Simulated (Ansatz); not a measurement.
Defect migration in zinc-blende AlAs: interstitial H, charge state +1. Level of theory: PBE, PAW (plane waves to 420 eV; Ansatz, a program for electronic structure).

Settings: 64 host sites, the relaxed PBE lattice, one k-point at (0.250, 0.250, 0.250), smearing 0.01 eV, spin-restricted, no image-charge correction. Energies are static. The charge state is imposed; whether it is stable for some Fermi level was not computed. Sites that were not tried may lie lower.

Barriers: single points on a 2×2×2 k-point mesh shifted by half a step at the bands' geometries (they differ from the bands' own by up to 0.08 eV, and are uncertain by about as much).

A. a concerted move, in which H travels most; the atom moves 2.07 Å along (0.25, 0.26, -0.02) of the unit cell; the moving atom starts with neighbours Al at 1.84; As at 1.57 Å and ends with Al at 1.86; As at 1.56 Å; saddle order first order.
B. a concerted move, in which H travels most; the atom moves 1.97 Å along (-0.03, -0.24, -0.24) of the unit cell; the moving atom starts with neighbours Al at 1.84; As at 1.57 Å and ends with Al at 1.85; As at 1.56 Å; saddle order first order.

### Question
Put the candidates in order of forward barrier, lowest first, for PBE, PAW.

### Answer
B (0.30 eV), A (0.47 eV)
